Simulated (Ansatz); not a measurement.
The starting structures come from a database of crystals and need not be the phases stable at ambient conditions.

Where the default PAW files enter, the runs use the earlier of Ansatz's two default sets.

Tunnelling through a barrier is set by its complex band structure: the current falls as exp(−2κd) with the smallest κ.

Consider the following.

```xyz
2
Lattice="4.7923 0.0000 0.0000 0.0000 4.7923 0.0000 2.3962 -2.3962 3.3887" Properties=species:S:1:pos:R:3 pbc="T T T"
Tl     0.0000     0.0000     0.0000
Br     2.3962     2.3962     0.0000
```

Space group of this cell: Fm-3m, rock salt. The cell was relaxed by PBE-D3(BJ); by PBEsol its mean pressure is -1.6 GPa.

Transport runs along the normal of the first two printed cell vectors, the (001) plane of the conventional cell.

No gap correction and no spin-orbit coupling; mid-gap is the computed energy nearest the middle.

Q: Compute, with PBEsol run with Ansatz (a quantum-chemistry and plane-wave program), the band gap and the smallest decay constant κ at mid-gap.

A: Gap 2.19 eV on a 10×10×10 mesh; κ = 0.198 1/Å, at (0.500, 0.000) of the in-plane reciprocal vectors. At the zone centre the slowest state has κ = 0.24 1/Å.
